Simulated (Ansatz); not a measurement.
For CdTe (model structure, started from the CsCl type, Pm-3m, No. 221, 2 atoms in the cell), PBE (Ansatz, a quantum-chemistry and plane-wave program, PAW) gives:

| Property | Result |
|---|---|
| equilibrium lattice constant a | 3.783 Å |
| enthalpy of formation | 0.076 eV/atom |

### Question
What does r²SCAN (Ansatz, plane waves, PAW) give for the same quantities?

### Answer

- lattice constant a: 3.768 Å (decreases by 0.4 %)
- formation enthalpy: 0.068 eV/atom (shrinks by 0.008 eV/atom)

Changes are worked out from the printed values.

Unless a cell is named, each level is at its own relaxed cell (PBE 27.06, r²SCAN 26.74 Å³/atom).

Levels without +SOC leave out spin–orbit coupling, which shifts energies and cells of such heavy elements.

Ansatz's density-functional and Hartree–Fock values are scalar-relativistic unless marked +SOC, with PAW data made under PBE.

A model structure was made by putting elements into a prototype or built by hand; it is no filed structure, need not be a known phase, and can be a saddle point held by its symmetry.
